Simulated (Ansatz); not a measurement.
Checking a run of Ansatz (an electronic-structure program) on Sb (R-3m, 2 atoms in the cell). The aim is a self-consistent single point with DFT, PBE, plane waves, default PAW files.

Cell that was meant: a = 4.4841 Å, b = 4.4841 Å, c = 4.4841 Å, α = 56.75°, β = 56.75°, γ = 56.75°.

Part of the input:

Ansatz 0.2 input:
```yaml
crystal:
  lattice:
    - [1.127630, 0.651037, 1.983720]
    - [-1.127630, 0.651037, 1.983720]
    - [0.000000, -1.302074, 1.983720]
  atoms:
    - { symbol: Sb, position: [0.268260, 0.268260, 0.268260] }
    - { symbol: Sb, position: [0.731740, 0.731740, 0.731740] }
kpoints:
  mp_grid: { grid: [9, 9, 9] }
hamiltonian:
```

The program printed (abridged):

```
WARN basis.ecutwfc = 420 eV, the default
WARN ansatz: RAYON_NUM_THREADS=1 ignored (pool sized by the plan → 1); use --threads N
   [... lines left out ...]
Symmetry: 12 space group operations
Space group: R-3m (ITA 166), of the structure as read, at distance tolerance 2.1e-5 Å
k-points: 85 of 729
Initial density: superposition of atomic densities (neutral atoms: chi_scale 0, normalization atom), corrected by the library's trained network
Initial wavefunctions: pseudopotential atomic-orbital guess
Eigensolver: davidson
Functional: x = pbe(κ = 0.804, μ = 0.2195149727645171), c = pbe(β = 0.06672455060314922)
SCF iter   1: F=—  HF=-12847.493958 eV  |F-HF|=—  |Δ(HF+E_count)|=         —  Δρ=1.72e0  dr2=1.27e2  ethr=1.77e-3  ⟨swp⟩=17.4  Hψ=17135  notcnv=0
all-band conjugate gradients solve this SCF's bands
preconditioner: auto → LDOS
SCF iter   2: F=—  HF=-12778.330290 eV  |F-HF|=—  |Δ(HF+E_count)|=    6.92e1  S|Δr|=    0.00e0  Δρ=7.69e-1  dr2=2.45e1  ethr=1.77e-3  ⟨swp⟩=15.1  Hψ=15142  notcnv=0  defer=75
   [... lines left out ...]
SCF iter   6: F=—  HF=-12756.386843 eV  |F-HF|=—  |Δ(HF+E_count)|=   9.40e-4  S|Δr|=    0.00e0  Δρ=1.18e-3  dr2=1.75e-5  ethr=3.24e-6  ⟨swp⟩=3.9  Hψ=3871  notcnv=0  defer=21
SCF iter   7: F=—  HF=-12756.386868 eV  |F-HF|=—  |Δ(HF+E_count)|=   2.51e-5  S|Δr|=    0.00e0  Δρ=8.81e-5  dr2=1.25e-7  ethr=5.82e-8  ⟨swp⟩=4.5  Hψ=4426  notcnv=0  defer=20
SCF iter   8: F=-12756.386868 eV  HF=-12756.386868 eV  |F-HF|=1.15e-9  |Δ(HF+E_count)|=   2.30e-7  S|Δr|=    0.00e0  Δρ=9.88e-6  dr2=2.92e-9  ethr=3.33e-10  ⟨swp⟩=32.4  Hψ=23749  notcnv=0
SCF 1 converged in 8 iterations: F = -12756.386868 eV  dr2 = 2.92e-9
Stability not checked (fill_not_monotonic)
Free energy (F): -12756.386868 eV
Internal energy: -12756.388180 eV  (E = F + TS)
E sigma→0 (E₀):  -12756.387196 eV
Entropy (-TS):   0.001312 eV (0.656 meV/atom)
Fermi energy:    83.770568 eV
--- Forces (eV/Å), atoms counted from 1 ---
  atom   1  Sb     0.00000000    -0.00000000   -75.09771662
  atom   2  Sb    -0.00000000     0.00000000    75.09771662
--- Stress (GPa, compression-positive) ---
     6881.769096      -0.000000       0.000000
       -0.000000    6881.769096      -0.000000
        0.000000       0.000000    6483.211648
  P = ⅓ Tr σ = 6748.9166 GPa (67489.166 kbar)
  The stress holds the Pulay correction. Without it, at fixed plane waves, as pw.x and ABINIT print it: P = 6729.2656 GPa
```

### Question
Is anything amiss in this input, and did it matter?

### Answer
The run is not sound. The fault is this: lattice multiplied by the bohr radius once too often. 1 bohr is 0.529 Å, so a mix-up scales every length by 1.89 or 0.529 and the volume by 6.75 or 0.148. To fix it, give the lengths in the unit that the key or card expects. The run converged in 8 iterations without an error; against the sound input the free energy rises by 106 eV/atom, the pressure goes from 5.03 to 6749 GPa and the largest force goes from 0.531 to 75.10 eV/Å.

An input that runs soundly differs in these lines (not the only fix; some lines may just follow from the change or write a value another way):
```diff
-    - [1.127630, 0.651037, 1.983720]
-    - [-1.127630, 0.651037, 1.983720]
-    - [0.000000, -1.302074, 1.983720]
+    - [2.130911, 1.230282, 3.748687]
+    - [-2.130911, 1.230282, 3.748687]
+    - [0.000000, -2.460564, 3.748687]
```

With that input, the run converged in 7 iterations: free energy E − TS (on the zero of these files) -12968.9089 eV; Fermi level (on the code's own zero) 10.50 eV; pressure 5.03 GPa; largest force (vector length) 0.531 eV/Å (DFT, PBE, plane waves, default PAW files).

On the sound input: the starting cell comes from a database of computed structures (which also holds hypothetical and non-ambient phases and stackings), without a prior relaxation at this level. Its lattice was rescaled by a random factor within 2.5 % of one. Spin-orbit coupling is off. With a pressure of about 5 GPa the cell is away from its equilibrium volume at this level. Ansatz's pressure includes its estimate of the finite-basis (Pulay) stress.
